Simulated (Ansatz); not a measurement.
Candidates (primitive cells; geometry: cell and atoms relaxed with PBEsol):
A. Ir (Fm-3m), a = 2.7075 Å, b = 2.7075 Å, c = 2.7075 Å, α = 60.00°, β = 60.00°, γ = 60.00°
B. Os (P6_3/mmc), a = b = 2.726 Å, c = 4.317 Å, α = β = 90.00°, γ = 120.00°
C. Au (Fm-3m), a = 2.8869 Å, b = 2.8869 Å, c = 2.8869 Å, α = 60.00°, β = 60.00°, γ = 60.00°

**Question.** Rank these by resistivity times mean free path (highest first), as Ansatz (a program for electronic structure) with PBEsol, rigid bands gives it.

**Answer.** C (8.4 ×10⁻¹⁶ Ω·m²), B (5.7 ×10⁻¹⁶ Ω·m²), A (3.7 ×10⁻¹⁶ Ω·m²)

Metals at this level; values at 300 K, both spins, means over directions. As a rough test of the mesh, the Fermi surface's area from every second k point differs by up to 3 %. The product of resistivity and mean free path takes one path for all states. Spin-orbit coupling is left out.

The missing spin-orbit coupling matters most for Au (Fm-3m), Ir (Fm-3m), Os (P6_3/mmc).
